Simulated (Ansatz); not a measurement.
Spacing of the highest filled and lowest empty level at the zone centre in eight small model glasses of hand-chosen composition and density, fast-quenched (anions pushed apart in CHGNet runs), each at its PBE geometry, by PBE and by r2SCAN (Ansatz, a first-principles code, plane waves, PAW). The cells are the first eight to finish that balance their formal charges, show no moments and no lower geometry on charging where those were tested, and have a gap at both levels; defect levels can set the spacings.

```
cell        quench by  pressure (GPa)             levels at the gap  PBE (eV)  experiment, tabulated (eV)
----------  ---------  --------------  ----------------------------  --------  --------------------------
Ti20O41Ca      CHGNet             0.5  localised at the filled edge      2.75                           -
Al60O96H12     CHGNet             0.0  localised at the filled edge      3.15                           -
Hf18O39Y2      CHGNet             3.6  localised at the filled edge      3.64                           -
Zr20O43Y2      CHGNet            -0.2  localised at the filled edge      3.36                           -
Al28O44Ti      CHGNet             0.0       localised at both edges      2.58                           -
Ti20O41Ba      CHGNet            -0.3                        spread      2.70                           -
Al28O43K2      CHGNet             2.3  localised at the filled edge      3.15                           -
Si24O49Ag2     CHGNet            -1.1       localised at both edges      2.73                           -
```

**Question.** What does r2SCAN give, and how does it move these values against PBE?

**Answer.** Ti20O41Ca 3.08, Al60O96H12 3.75, Hf18O39Y2 4.10, Zr20O43Y2 3.81, Al28O44Ti 2.95, Ti20O41Ba 3.03, Al28O43K2 3.77, Si24O49Ag2 3.09 eV. It raises them by +0.32 to +0.62 eV, +0.44 eV on average. A straight line through the eight gives r2SCAN = 1.18 × PBE -0.10 eV, with a scatter of 0.09 eV.
